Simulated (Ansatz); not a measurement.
Input and output of a relaxation of cell and atoms for CaGe₂Ru₂ (I4/mmm, 5 atoms in the cell) (Ansatz, a first-principles code).

Level of theory: PBEsol, default PAW files made with PBE (plane waves; Ansatz).

The change in words: atoms on their sites; basis.ecutwfc: 420 eV → 505 eV; relax: default → cell and atoms. Reference geometry:
```yaml
crystal:
  lattice:
    - [-2.13697, 2.13697, 4.99934]
    - [2.13697, -2.13697, 4.99934]
    - [2.13697, 2.13697, -4.99934]
  atoms:
    - { symbol: Ca, position: [0.00500, 0.00500, 0.00000] }
    - { symbol: Ge, position: [0.36627, 0.36627, 0.00000] }
    - { symbol: Ge, position: [0.63373, 0.63373, 0.00000] }
    - { symbol: Ru, position: [0.75000, 0.25000, 0.50000] }
    - { symbol: Ru, position: [0.25000, 0.75000, 0.50000] }
```

Reference input (self-consistent single point, DFT, PBEsol, plane waves, default PAW files made with PBE): basis.ecutwfc = 420 eV; kpoints.mp_grid.grid = 5 5 5; hamiltonian.xc = pbesol; hamiltonian.pseudopotentials = {kind: paw} (the program's default PAW files); scf.occupations.method = gaussian; scf.occupations.width = 0.1 eV. This run's input differs from it in these lines:

Ansatz 0.2 input:
```diff
@@ -7,3 +7,3 @@
   atoms:
-    - { symbol: Ca, position: [0.005001, 0.005001, 0.000000] }
+    - { symbol: Ca, position: [0.000000, 0.000000, 0.000000] }
     - { symbol: Ge, position: [0.366270, 0.366270, 0.000000] }
@@ -13,3 +13,3 @@
 basis:
-  ecutwfc: 420.0 eV
+  ecutwfc: 505.0 eV
 kpoints:
@@ -21,2 +21,4 @@
   occupations: { method: gaussian, width: 0.1 eV }
+relax:
+  cell: {}
 output:
```

Output, abridged:

```
   [... SCF lines of the steps left out ...]
relax step   1: F+E_penalty+E_count = -21936.26268681 eV  Δ(F+E_penalty+E_count) = +0.000e0 eV  max|allowed force component| = 1.072e-1 eV/Å  Δτ_max = 0.0000 Å  P = -3.475 GPa  Ω = 91.321 Å³  (8 SCF iters, dr2 threshold 1.00e-7 eV, accepted)
relax step   2: F+E_penalty+E_count = -21936.28876730 eV  Δ(F+E_penalty+E_count) = -2.608e-2 eV  max|allowed force component| = 7.650e-2 eV/Å  Δτ_max = 0.0174 Å  P = +1.189 GPa  Ω = 87.931 Å³  energy of the carried Pulay correction = +4.577e-4 eV  [...]
relax step   3: F+E_penalty+E_count = -21936.29126290 eV  Δ(F+E_penalty+E_count) = -2.496e-3 eV  max|allowed force component| = 1.438e-2 eV/Å  Δτ_max = 0.0025 Å  P = -0.037 GPa  Ω = 88.716 Å³  energy of the carried Pulay correction = +3.502e-4 eV  [...]
relax step   4: F+E_penalty+E_count = -21936.29129596 eV  Δ(F+E_penalty+E_count) = -3.306e-5 eV  max|allowed force component| = 7.016e-3 eV/Å  Δτ_max = 0.0010 Å  P = +0.006 GPa  Ω = 88.668 Å³  energy of the carried Pulay correction = +3.567e-4 eV  [...]
relax step   5: F+E_penalty+E_count = -21936.29097427 eV  Δ(F+E_penalty+E_count) = +3.217e-4 eV  max|allowed force component| = 7.072e-3 eV/Å  Δτ_max = 0.0000 Å  P = +0.002 GPa  Ω = 88.668 Å³  stress off target by 3.09e-3 GPa  SCF on the basis [...]
basis re-selected at this cell: Δ(F+E_penalty+E_count) = +3.217e-4 eV, ΔP = -0.004 GPa vs the last step
the relaxation is at rest under the 16 symmetry operations that the run kept from its start: a minimum is not shown …
Free energy (F): -21936.290974 eV
Internal energy: -21936.279922 eV  (E = F + TS)
E sigma→0 (E₀):  -21936.285448 eV
Entropy (-TS):   -0.011052 eV (-2.210 meV/atom)
Fermi energy:    13.851497 eV
--- Forces (eV/Å), atoms counted from 1 ---
  atom   1  Ca    -0.00000000     0.00000000     0.00000000
   [... lines left out ...]
  cell:  # Å, volume = 88.6682 Å³
   [... lines left out ...]
    - { symbol: Ge, position: [0.3678622565144756, 0.3678622565144756, 4.1004021144784856e-35] }
    - { symbol: Ge, position: [0.6321377434855243, 0.6321377434855243, 4.101628455915496e-35] }
    - { symbol: Ru, position: [0.7499999999999999, 0.25000000000000006, 0.49999999999999994] }
    - { symbol: Ru, position: [0.25000000000000006, 0.7499999999999999, 0.49999999999999994] }
```

The run converged.  The full log also holds: “iter 5 did not close the SCF: its close was put off for the readings that it lacked (scf_convergence_deferred on its scf_iter line)”.

Summary of the result:
| Quantity | Result |
|---|---|
| Free energy E − TS (on the zero of these files) | -21936.2910 eV |
| Fermi level (on the code's own zero) | 13.85 eV |
| Pressure | 0.00 GPa |
| Largest force (vector length) | 0.007 eV/Å |
| Final cell | a = b = c = 5.790 Å, α = β = 137.16°, γ = 62.19° |
| Final volume per atom | 17.73 Å³ |
| Relaxation steps | 5 |

The starting cell comes from a database of computed structures (which also holds hypothetical and non-ambient phases and stackings), without a prior relaxation at this level. Its lattice was rescaled by up to half a per cent. Spin polarisation is off. The relaxation keeps the symmetry of its start, so its end need not be a minimum. Ansatz's pressure includes its estimate of the finite-basis (Pulay) stress.

Cost on one core of a shared machine: roughly 30 s.
